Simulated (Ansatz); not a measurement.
## Pressure series in ZrSnTe

The parent structure is ZrSnTe (space group P4/nmm, No. 129; a cell from a computed database, its experimental status unchecked).

```yaml
crystal:
  lattice:
    - [4.04417, 0.00000, 0.00000]
    - [0.00000, 4.04417, 0.00000]
    - [0.00000, 0.00000, 8.67821]
  atoms:
    - { symbol: Zr, position: [0.50000, 0.00000, 0.26457] }
    - { symbol: Zr, position: [0.00000, 0.50000, 0.73543] }
    - { symbol: Sn, position: [0.00000, 0.00000, 0.00000] }
    - { symbol: Sn, position: [0.50000, 0.50000, 0.00000] }
    - { symbol: Te, position: [0.50000, 0.00000, 0.61842] }
    - { symbol: Te, position: [0.00000, 0.50000, 0.38158] }
```

Cell and atoms are relaxed at each pressure.

Calculations: plane-wave PAW DFT at the PBEsol level (Ansatz, a first-principles code, 420 eV), no spin-orbit coupling.

Notes on the quantities. enthalpy: H = E + PV relative to the base's energy.

| variant | enthalpy | shortest interatomic distance | density |
|---|---|---|---|
| base | – | 2.860 Å | 7.90 g/cm³ |
| pressure 0.3 GPa | +0.04 eV/atom | ? | 7.92 g/cm³ |
| pressure 0.7 GPa | +0.10 eV/atom | ? | 7.96 g/cm³ |
| pressure 1.5 GPa | +0.22 eV/atom | 2.845 Å | ? |
| pressure 3 GPa | +0.44 eV/atom | ? | 8.14 g/cm³ |

Question: Complete the table.

Answer: 
- pressure 0.3 GPa, shortest interatomic distance: 2.856 Å
- pressure 0.7 GPa, shortest interatomic distance: 2.852 Å
- pressure 1.5 GPa, density: 8.02 g/cm³
- pressure 3 GPa, shortest interatomic distance: 2.831 Å

Load acts through the strain it causes; cell and atoms are relaxed under it. No phonon test of stability was made. All final runs are without spin polarisation.
